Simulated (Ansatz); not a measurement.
Output of an Ansatz run (abridged):

```
WARN ansatz: RAYON_NUM_THREADS=1 ignored (pool sized by the plan → 1); use --threads N
Pseudopotentials: kind: paw
Pseudopotential: Ba, paw, valence charge 10
Pseudopotential: Sn, paw, valence charge 14
Pseudopotential: Au, paw, valence charge 19
Crystal: 5 atoms, lattice volume = 141.956 Å³
Basis set: ecut = 420 eV, 2783 PW (Γ)
Bands: 43, of which v1, the nominal top of the filled ones, is band 36 counted from 1 (35 counted from 0)
Symmetry: 8 space group operations
Space group: I4mm (ITA 107), of the structure as read, at distance tolerance 5.2e-5 Å
k-points: 18 of 125 (time reversal used)
PAW frozen core: Ba, regenerated for the run's functional, and the local potential with it
PAW frozen core: Sn, regenerated for the run's functional, and the local potential with it
PAW frozen core: Au, regenerated for the run's functional, and the local potential with it
Initial density: superposition of atomic densities (neutral atoms: chi_scale 0, normalization atom), corrected by the library's trained network
Initial wavefunctions: pseudopotential atomic-orbital guess
Eigensolver: davidson
Functional: x = slater, c = lda
SCF iter   1: F=—  HF=-36285.976315 eV  |F-HF|=—  |Δ(HF+E_count)|=         —  Δρ=5.79e-3  dr2=3.40e-2  ethr=1.77e-3  ⟨swp⟩=9.4  Hψ=3602  notcnv=0
all-band conjugate gradients solve this SCF's bands
preconditioner: auto → Kerker (q_TF=auto, 2.431 Å⁻¹)
SCF iter   2: F=—  HF=-36285.966390 eV  |F-HF|=—  |Δ(HF+E_count)|=   9.93e-3  Δρ=2.82e-3  dr2=1.14e-2  ethr=4.78e-5  ⟨swp⟩=2.1  Hψ=1327  notcnv=0
SCF iter   3: F=—  HF=-36285.963178 eV  |F-HF|=—  |Δ(HF+E_count)|=   3.21e-3  Δρ=7.36e-4  dr2=2.09e-3  ethr=1.60e-5  ⟨swp⟩=2.9  Hψ=1356  notcnv=0
SCF iter   4: F=—  HF=-36285.962679 eV  |F-HF|=—  |Δ(HF+E_count)|=   4.99e-4  Δρ=3.93e-4  dr2=3.01e-4  ethr=2.95e-6  ⟨swp⟩=2.0  Hψ=1255  notcnv=0
SCF iter   5: F=—  HF=-36285.962596 eV  |F-HF|=—  |Δ(HF+E_count)|=   8.38e-5  Δρ=1.22e-4  dr2=3.15e-5  ethr=4.24e-7  ⟨swp⟩=2.0  Hψ=1408  notcnv=0
SCF iter   6: F=—  HF=-36285.962533 eV  |F-HF|=—  |Δ(HF+E_count)|=   6.31e-5  Δρ=2.57e-5  dr2=1.91e-6  ethr=4.44e-8  ⟨swp⟩=2.0  Hψ=1389  notcnv=0
SCF iter   7: F=—  HF=-36285.962532 eV  |F-HF|=—  |Δ(HF+E_count)|=   2.61e-7  Δρ=8.24e-6  dr2=1.82e-7  ethr=2.69e-9  ⟨swp⟩=2.2  Hψ=1015  notcnv=0
SCF iter   8: F=-36285.962532 eV  HF=-36285.962532 eV  |F-HF|=7.36e-9  |Δ(HF+E_count)|=   3.38e-8  Δρ=2.60e-6  dr2=1.65e-8  ethr=1.41e-10  ⟨swp⟩=7.6  Hψ=4075  notcnv=0
SCF 1 converged in 8 iterations: F = -36285.962532 eV  dr2 = 1.65e-8
SCF converged after 8 iterations
Free energy (F): -36285.962532 eV
Harris-Foulkes:  -36285.962532 eV  (|F-HF|=7.36e-9)
Internal energy: -36285.888544 eV  (E = F + TS)
E sigma→0 (E₀):  -36285.925538 eV
Entropy (-TS):   -0.073988 eV (-14.798 meV/atom)
Fermi energy:    11.346900 eV
--- Per-component energies (eV) ---
  E_band       = -655.854443
  E_kinetic    = 1338.602303
  E_local      = -6196.189670  (includes V_loc(G=0)·N_el)
  E_nonlocal   = 55.240273
  E_hartree    = 3163.785840
  E_xc         = -1532.057246
  E_vxc        = -708.673324  (∫ρ·V_xc dr)
  E_paw        = -26466.127293  (= ΣΔE_a)
  E_vpaw       = -1472.411469  (= ΣTr[D̂ρ^β])
  E_aug_tail   = 0.001284  (compensation charges beyond the density's cutoff)
  E_ewald      = -6651.223962
  E_core_change = 2.079928  (= ΣΔE_core)
  E_smearing   = -0.073988  (= −TS)
  E_closure    = -0.000000  (closes the sum)
  Σ components = -36285.962532   (vs F -36285.962532, Δ=0.00e0)
--- Forces (eV/Å), atoms counted from 1 ---
  atom   1  Ba    -0.00000000    -0.00000000    -0.09152398
  atom   2  Sn    -0.00000000     0.00000000    -0.22942871
  atom   3  Sn     0.00000000    -0.00000000     0.16394689
  atom   4  Sn     0.00000000     0.00000000     0.16394689
  atom   5  Au     0.00000000    -0.00000000    -0.00698271
  max |Σ_I F_I| component: 4.16e-5 eV/Å
--- Stress (GPa, compression-positive) ---
       -2.707410       0.000000      -0.000000
        0.000000      -2.707410       0.000000
       -0.000000       0.000000      -3.010793
  P = ⅓ Tr σ = -2.8085 GPa (-28.085 kbar)
  The stress holds the Pulay correction. Without it, at fixed plane waves, as pw.x and ABINIT print it: P = -2.8349 GPa
--- Band table (eV; the first three rows and the last of 18) ---
  k-point 0: bands = ["-95.1677", "-46.4751", "-46.4600", "-46.4600", "-17.1487", "-10.2544", "-10.2488", "-10.2488", "-10.2355", "-10.2259", "-10.1622", "-10.1047", "-10.1047", "-10.1002", "-10.0921", "-10.0762", "-10.0640", "-10.0241", "-10.0156", [...]
  k-point 1: bands = ["-95.1677", "-46.4751", "-46.4600", "-46.4600", "-17.1464", "-10.2751", "-10.2621", "-10.2366", "-10.2272", "-10.1873", "-10.1551", "-10.1326", "-10.1090", "-10.1040", "-10.0846", "-10.0817", "-10.0734", "-10.0343", "-10.0147", [...]
  k-point 2: bands = ["-95.1677", "-46.4751", "-46.4601", "-46.4601", "-17.1429", "-10.2739", "-10.2731", "-10.2638", "-10.1890", "-10.1880", "-10.1613", "-10.1572", "-10.1101", "-10.0987", "-10.0811", "-10.0737", "-10.0691", "-10.0291", "-10.0251", [...]
  k-point 17: bands = ["-95.1677", "-46.4751", "-46.4600", "-46.4600", "-17.1471", "-10.2714", "-10.2541", "-10.2358", "-10.2343", "-10.2074", "-10.1525", "-10.1194", "-10.1103", "-10.0935", "-10.0934", "-10.0781", "-10.0734", "-10.0336", [...]
```

The structure:

```xyz
5
Lattice="-2.5225 2.5225 5.5773 2.5225 -2.5225 5.5773 2.5225 2.5225 -5.5773" Properties=species:S:1:pos:R:3 pbc="T T T"
Ba     0.0000     0.0000     0.0531
Sn     0.0000     0.0000     6.7071
Sn     0.0000     2.5225     2.7836
Sn     2.5225     0.0000     2.7836
Au     0.0000     0.0000     3.9847
```

Write an input that gives this output.

Other spellings and defaults could give the same log, and not every line can be read from it. The input that was run (DFT, LDA (PW92), plane waves, default PAW files made with PBE):

Ansatz 0.2 input:
```yaml
# BaSn3Au
crystal:
  lattice:
    - [-2.522529, 2.522529, 5.577278]
    - [2.522529, -2.522529, 5.577278]
    - [2.522529, 2.522529, -5.577278]
  atoms:
    - { symbol: Ba, position: [0.004762, 0.004762, 0.000000] }
    - { symbol: Sn, position: [0.601290, 0.601290, 0.000000] }
    - { symbol: Sn, position: [0.749550, 0.249550, 0.500000] }
    - { symbol: Sn, position: [0.249550, 0.749550, 0.500000] }
    - { symbol: Au, position: [0.357230, 0.357230, 0.000000] }
basis:
  ecutwfc: 420.0
kpoints:
  mp_grid: { grid: [5, 5, 5] }
hamiltonian:
  xc: lda
  pseudopotentials: { kind: paw }
scf:
  occupations: { method: fermi_dirac, width: 0.1 }
output:
  forces: true
  eigenvalues: true
  stress: true
```

The starting cell comes from a database of computed structures (which also holds hypothetical and non-ambient phases and stackings), without a prior relaxation at this level. Its lattice was rescaled by up to half a per cent. One atom was moved a little off its site on purpose. Spin-orbit coupling is off. Ansatz's pressure includes its estimate of the finite-basis (Pulay) stress.

Ansatz is a program for electronic structure.
